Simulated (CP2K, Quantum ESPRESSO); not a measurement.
A CP2K input for a self-consistent single point of SbPt (P1, 4 atoms in the cell) (DFT PBEsol, GPW, DZVP-MOLOPT-SR-GTH basis, GTH-PBE potentials (GTH_POTENTIALS)):

```
&GLOBAL
  PROJECT sbpt
  RUN_TYPE ENERGY_FORCE
  PRINT_LEVEL LOW
&END GLOBAL
&FORCE_EVAL
  METHOD Quickstep
  STRESS_TENSOR ANALYTICAL
  &DFT
    BASIS_SET_FILE_NAME BASIS_MOLOPT
    POTENTIAL_FILE_NAME GTH_POTENTIALS
    &QS
      METHOD GPW
      EPS_DEFAULT 1E-10
    &END QS
    &MGRID
      CUTOFF 500
      REL_CUTOFF 40
      NGRIDS 5
    &END MGRID
    &SCF
      SCF_GUESS ATOMIC
      EPS_SCF 1E-6
      MAX_SCF 100
      ADDED_MOS 8
      &DIAGONALIZATION
        ALGORITHM STANDARD
      &END DIAGONALIZATION
      &MIXING
        METHOD BROYDEN_MIXING
        ALPHA 0.3
        NBUFFER 10
        BETA 1
      &END MIXING
      &SMEAR ON
        METHOD FERMI_DIRAC
        ELECTRONIC_TEMPERATURE [K] 1160.45
      &END SMEAR
    &END SCF
    &KPOINTS
      SCHEME MONKHORST-PACK 8 8 5
      GAMMA_CENTERED T
    &END KPOINTS
    &XC
      &XC_FUNCTIONAL
        &PBE
          PARAMETRIZATION PBESOL
        &END PBE
      &END XC_FUNCTIONAL
    &END XC
    &PRINT
      &MO
        EIGENVALUES T
        OCCUPATION_NUMBERS T
        NDIGITS 8
        FILENAME mo
        &EACH
          QS_SCF 0
        &END EACH
        ADD_LAST NUMERIC
      &END MO
      &MULLIKEN OFF
      &END MULLIKEN
    &END PRINT
  &END DFT
  &SUBSYS
    &CELL
      ABC 4.14527400 4.14527349 5.49654800
      ALPHA_BETA_GAMMA 90.00000000 90.00000000 120.00000408
      PERIODIC XYZ
    &END CELL
    &COORD
      Sb       2.07530034     1.20658019     4.12750080
      Sb      -0.00605832     2.33976464     1.35780676
      Pt      -0.00051401     0.02335597     2.78485902
      Pt       0.00390485     0.02021120    -0.02535008
    &END COORD
    &KIND Sb
      BASIS_SET DZVP-MOLOPT-SR-GTH-q5
      POTENTIAL GTH-PBE-q5
    &END KIND
    &KIND Pt
      BASIS_SET DZVP-MOLOPT-SR-GTH-q18
      POTENTIAL GTH-PBE-q18
    &END KIND
  &END SUBSYS
  &PRINT
    &FORCES ON
    &END FORCES
    &STRESS_TENSOR ON
    &END STRESS_TENSOR
  &END PRINT
&END FORCE_EVAL
```

Problem. Write the same calculation as an input for Quantum ESPRESSO.

Solution. One input that does it (others would too):

```fortran
&control
    calculation = 'scf'
    outdir = './work'
    pseudo_dir = './'
    tprnfor = .true.
    tstress = .true.
/
&system
    ibrav = 0
    nat = 4
    ntyp = 2
    ecutwfc = 40
    ecutrho = 320
    occupations = 'smearing'
    smearing = 'fermi-dirac'
    degauss = 0.0073499
    input_dft = 'pbesol'
/
&electrons
    conv_thr = 1.0e-11
    mixing_beta = 0.7
/
ATOMIC_SPECIES
Sb   121.7600  sb_pbe_v1.4.uspp.F.UPF
Pt   195.0840  pt_pbe_v1.4.uspp.F.UPF
CELL_PARAMETERS angstrom
   4.145274000     0.000000000     0.000000000
  -2.072637000     3.589912000     0.000000000
   0.000000000     0.000000000     5.496548000
ATOMIC_POSITIONS crystal
Sb    0.668694000    0.336103000    0.750926000
Sb    0.324419000    0.651761000    0.247029000
Pt    0.003129000    0.006506000    0.506656000
Pt    0.003757000    0.005630000   -0.004612000
K_POINTS automatic
8 8 5  0 0 0
```

Basis settings and potentials, where a program has them, do not carry over. This input uses DFT, PBEsol, plane waves, SSSP 1.1.2 efficiency (PBE) pseudopotentials.

The starting cell comes from a database of computed structures (which also holds hypothetical and non-ambient phases and stackings), without a prior relaxation at this level. Its lattice was rescaled by a random factor within 2.5 % of one. For this run, on top of that: atoms moved at random.
